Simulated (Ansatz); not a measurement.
## Response to strain in BaTiO3

The reference is BaTiO3 in the cubic perovskite structure (space group Pm-3m, No. 221; a = 3.970 Å). Axes: x, y, z lie along the cube axes.

Strains are applied to the cell and any free atomic positions relax; under biaxial strain the out-of-plane vector relaxes too.

Calculations: PBEsol (Ansatz, a quantum-chemistry and plane-wave program; PAW; 420 eV plane waves; without spin-orbit coupling).

Computed cases, in order: biaxial strain −2.50 %, plane normal [111], relaxed out of plane; biaxial strain −2.00 %, plane normal [111], relaxed out of plane; biaxial strain −1.50 %, plane normal [111], relaxed out of plane; biaxial strain −1.00 %, plane normal [111], relaxed out of plane; biaxial strain −0.50 %, plane normal [111], relaxed out of plane; the unstrained base.

**Question.** Between which two neighbouring cases does the gap turn between direct and indirect?

**Answer.** Between biaxial strain −2.00 %, plane normal [111], relaxed out of plane (1.79 eV, direct at Γ) and biaxial strain −1.50 %, plane normal [111], relaxed out of plane (1.81 eV, indirect, T → Γ). The whole series: biaxial strain −2.50 %, plane normal [111], relaxed out of plane: 1.76 eV, direct at Γ; biaxial strain −2.00 %, plane normal [111], relaxed out of plane: 1.79 eV, direct at Γ; biaxial strain −1.50 %, plane normal [111], relaxed out of plane: 1.81 eV, indirect, T → Γ; biaxial strain −1.00 %, plane normal [111], relaxed out of plane: 1.81 eV, indirect, T → Γ; biaxial strain −0.50 %, plane normal [111], relaxed out of plane: 1.82 eV, indirect, T → Γ; the unstrained base: 1.82 eV, indirect, R → Γ.

Whether these cells are dynamically stable was not tested. All final runs are without spin polarisation. Many cubic perovskites are stable only at high temperature; tilts and polar distortions were not tested. This is not the structure that BaTiO3 has at room temperature and ambient pressure. k-point labels follow each cell's own Brillouin zone.
